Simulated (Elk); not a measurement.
Worked example: self-consistent single point of InRh (P1, 2 atoms in the cell) in Elk.

Method of the run: PBEsol, all-electron FP-LAPW, Elk's shipped species files, default APW+lo basis (Elk).

The change in words: atoms moved at random. Reference geometry:
```yaml
crystal:
  lattice:
    - [3.20968, 0.00000, 0.00000]
    - [0.00000, 3.20968, 0.00000]
    - [0.00000, 0.00000, 3.20968]
  atoms:
    - { symbol: In, position: [0.00000, 0.00000, 0.00000] }
    - { symbol: Rh, position: [0.50000, 0.50000, 0.50000] }
```

Reference input (self-consistent single point, DFT, PBEsol, all-electron FP-LAPW, Elk's shipped species files, default APW+lo basis): xctype = 22; rgkmax = 7; stype = 0; swidth = 0.00734986 Ha; ngridk = 10 10 10. This run's input differs from it in these lines:

```diff
@@ -27,6 +27,6 @@
   1   : natoms; atposl, bfcmt below
-  0.0000000000  0.0000000000  0.0000000000    0.0 0.0 0.0
+  -0.0074850000  0.0048990000  0.0121520000    0.0 0.0 0.0
   'Rh.in'   : spfname
   1   : natoms; atposl, bfcmt below
-  0.5000000000  0.5000000000  0.5000000000    0.0 0.0 0.0
+  0.5074850000  0.4951010000  0.4878480000    0.0 0.0 0.0
```

The program printed (abridged):

```
│ Self-consistent loop started │
│ Loop number : 1 │
 total energy                :     -10663.9403662
│ Loop number : 2 │
 total energy                :     -10664.1557093
RMS change in Kohn-Sham potential (target) :   0.1005099915     (  0.1000000000E-05)
Absolute change in total energy (target)   :   0.2153430672     (  0.1000000000E-03)
│ Loop number : 3 │
 total energy                :     -10664.2390036
RMS change in Kohn-Sham potential (target) :   0.9866610890E-01 (  0.1000000000E-05)
Absolute change in total energy (target)   :   0.1371300858     (  0.1000000000E-03)
│ Loop number : 4 │
   [... lines left out ...]
Absolute change in total energy (target)   :   0.4332154229E-02 (  0.1000000000E-03)
│ Loop number : 12 │
 total energy                :     -10663.6095066
RMS change in Kohn-Sham potential (target) :   0.3338638305E-05 (  0.1000000000E-05)
Absolute change in total energy (target)   :   0.7897765281E-03 (  0.1000000000E-03)
│ Loop number : 13 │
 total energy                :     -10663.6094017
RMS change in Kohn-Sham potential (target) :   0.5000228649E-06 (  0.1000000000E-05)
Absolute change in total energy (target)   :   0.9255772784E-04 (  0.1000000000E-03)
Convergence targets achieved

│ Loop number : 14 │

Energies :
 Fermi                       :     0.343590499467
 total energy                :     -10663.6094117

Density of states at Fermi energy :    33.42046903
 (states/Hartree/unit cell)

Estimated indirect band gap :   0.1166622720E-02
 from k-point     45 to k-point    347
Estimated direct band gap   :   0.2509583315E-01
 at k-point    556

Charges :
 core                        :    58.00000000
 valence                     :    36.00000000
 interstitial                :    2.788928867
 muffin-tins (core leakage)
  species :    1 (In)
   atom    1                 :    47.31778842     (  0.2135068625E-03)
  species :    2 (Rh)
   atom    1                 :    43.89328272     (  0.2504711816E-07)
 total in muffin-tins        :    91.21107113
 total calculated charge     :    94.00084547
 total charge                :    94.00000000
 error                       :   0.8454734009E-03

│ Self-consistent loop stopped │
```

The run converged in 14 iterations. The count includes the last loop, which Elk runs after its targets are met. 

The starting cell comes from a database of computed structures (which also holds hypothetical and non-ambient phases and stackings), without a prior relaxation at this level. For this run, on top of that: atoms moved at random. Spin polarisation is off. Values depend on the basis (sphere radii, cutoffs, local orbitals), which need not be converged. The log's line on a gap gives a spacing of levels on this mesh, which the program prints for metals too.

Cost on one core of a shared machine: roughly 70 s.
